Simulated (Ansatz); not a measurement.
The starting structures come from a database of crystals and need not be the phases stable at ambient conditions.

Inside the gap of an insulator the Bloch states are evanescent, with a wavenumber k + iκ along the transport direction.

Data:

```xyz
14
Lattice="7.3646 -0.0131 0.0135 -2.0883 7.0623 0.0135 1.2586 1.6815 4.4826" Properties=species:S:1:pos:R:3 pbc="T T T"
Hg     3.0037     6.1594     2.3314
Hg     3.5312     2.5713     2.1782
Hg     2.1011     4.9535     4.4196
Hg     4.4338     3.7772     0.0901
Mo    -0.8176     6.7671     1.1342
Mo     7.3525     1.9636     3.3755
O      5.6719     1.5344     3.1430
O      0.8630     7.1963     1.3666
O      7.2906     3.6970     3.6080
O     -0.7557     5.0336     0.9017
O      2.2471     2.0527     3.8454
O      4.2878     6.6780     0.6642
O      5.8281     6.8369     2.9056
O      0.7068     1.8938     1.6041
```

Space group of this cell: C2/c. The cell was relaxed by PBE-D3(BJ); by PBEsol its mean pressure is -2.7 GPa.

Transport runs along the normal of the first two printed cell vectors.

No gap correction and no spin-orbit coupling; mid-gap values are interpolated between computed energies.

State the band gap and the smallest decay constant κ at mid-gap according to PBEsol run with Ansatz (a first-principles code).

Gap 1.80 eV on a 6×6×8 mesh; κ = 0.177 1/Å, at (0.250, 0.250) of the in-plane reciprocal vectors. At the zone centre, at the nearest computed energy, the slowest state has κ = 0.31 1/Å.
